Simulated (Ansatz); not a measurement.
Input and output of a self-consistent single point for CuAu₄ (R-3m, 5 atoms in the cell) (Ansatz, a quantum-chemistry and plane-wave program).

Computed with PBEsol, default PAW files made with PBE (plane waves; Ansatz).

The change in words: lattice scaled by 1.015; basis.ecutwfc: 30.9 Ry → 18.4 Ry. Reference geometry:
```yaml
crystal:
  lattice:
    - [1.46521, 0.84594, 11.44622]
    - [-1.46521, 0.84594, 11.44622]
    - [0.00000, -1.69187, 11.44622]
  atoms:
    - { symbol: Cu, position: [0.00000, 0.00000, 0.00000] }
    - { symbol: Au, position: [0.39377, 0.39377, 0.39377] }
    - { symbol: Au, position: [0.60623, 0.60623, 0.60623] }
    - { symbol: Au, position: [0.79811, 0.79811, 0.79811] }
    - { symbol: Au, position: [0.20189, 0.20189, 0.20189] }
```

Reference input (self-consistent single point, DFT, PBEsol, plane waves, default PAW files made with PBE): basis.ecutwfc = 30.9 Ry; kpoints.mp_grid.grid = 9 9 9; hamiltonian.xc = pbesol; hamiltonian.pseudopotentials = {kind: paw} (the program's default PAW files); scf.occupations.method = cold; scf.occupations.width = 0.0147 Ry. This run's input differs from it in these lines:

Ansatz 0.2 input:
```diff
@@ -3,5 +3,5 @@
   lattice:
-    - [1.46520500, 0.84593700, 11.44622000]
-    - [-1.46520500, 0.84593700, 11.44622000]
-    - [0.00000000, -1.69187300, 11.44622000]
+    - [1.48718300, 0.85862600, 11.61791300]
+    - [-1.48718300, 0.85862600, 11.61791300]
+    - [0.00000000, -1.71725100, 11.61791300]
   atoms:
@@ -13,3 +13,3 @@
 basis:
-  ecutwfc: 30.9 Ry
+  ecutwfc: 18.4 Ry
 kpoints:
```

The program printed (abridged):

```
SCF iter   1: F=—  HF=-58610.071032 eV  |F-HF|=—  |Δ(HF+E_count)|=         —  Δρ=4.22e-2  dr2=7.92e-1  ethr=1.77e-3  ⟨swp⟩=5.8  Hψ=15169  notcnv=0  defer=61
all-band conjugate gradients solve this SCF's bands
preconditioner: auto → Kerker (q_TF=auto, 2.758 Å⁻¹)
SCF iter   2: F=—  HF=-58609.619640 eV  |F-HF|=—  |Δ(HF+E_count)|=   4.51e-1  S|Δr|=    0.00e0  Δρ=1.75e-2  dr2=1.54e-1  ethr=8.33e-4  ⟨swp⟩=2.0  Hψ=10156  notcnv=0  defer=176
   [... lines left out ...]
SCF iter   7: F=—  HF=-58609.557954 eV  |F-HF|=—  |Δ(HF+E_count)|=   3.38e-5  S|Δr|=    0.00e0  Δρ=2.62e-5  dr2=6.79e-6  ethr=3.41e-8  ⟨swp⟩=1.1  Hψ=4669  notcnv=0  defer=212
SCF iter   8: F=—  HF=-58609.557953 eV  |F-HF|=—  |Δ(HF+E_count)|=   5.97e-7  S|Δr|=    0.00e0  Δρ=1.87e-5  dr2=8.34e-7  ethr=7.15e-9  ⟨swp⟩=1.2  Hψ=4617  notcnv=0  defer=212
SCF iter   9: F=-58609.557953 eV  HF=-58609.557953 eV  |F-HF|=6.98e-8  |Δ(HF+E_count)|=   6.30e-8  S|Δr|=    0.00e0  Δρ=4.74e-6  dr2=7.47e-8  ethr=1.05e-10  ⟨swp⟩=8.9  Hψ=20467  notcnv=0
SCF 1 converged in 9 iterations: F = -58609.557953 eV  dr2 = 7.47e-8
Stability not checked (fill_not_monotonic)
Free energy (F): -58609.557953 eV
Internal energy: -58609.556494 eV  (E = F + TS)
E sigma→0 (E₀):  -58609.557467 eV
Entropy (-TS):   -0.001459 eV (-0.292 meV/atom)
Fermi energy:    17.261166 eV
--- Forces (eV/Å), atoms counted from 1 ---
  atom   1  Cu     0.00000000    -0.00000000     0.00000000
  atom   2  Au     0.00000000     0.00000000     0.34450152
  atom   3  Au    -0.00000000    -0.00000000    -0.34450152
  atom   4  Au     0.00000000    -0.00000000    -0.03275445
  atom   5  Au    -0.00000000     0.00000000     0.03275445
--- Stress (GPa, compression-positive) ---
      -13.126206       0.000000      -0.000000
        0.000000     -13.126206       0.000000
       -0.000000       0.000000      -9.538745
  P = ⅓ Tr σ = -11.9304 GPa (-119.304 kbar)
  The stress holds the Pulay correction. Without it, at fixed plane waves, as pw.x and ABINIT print it: P = -104.5930 GPa
```

The run converged in 9 iterations. Against the reference run the free energy rises by 1.50 eV/atom, the pressure goes from -8.72 to -11.93 GPa and the largest force goes from 0.031 to 0.345 eV/Å.

The starting cell comes from a database of computed structures (which also holds hypothetical and non-ambient phases and stackings), without a prior relaxation at this level. For this run, on top of that: lattice scaled by 1.015. Spin polarisation is off. Ansatz's pressure includes its estimate of the finite-basis (Pulay) stress. Without the estimate this run gives -104.59 GPa. The cutoff lies below the one recommended for these files.
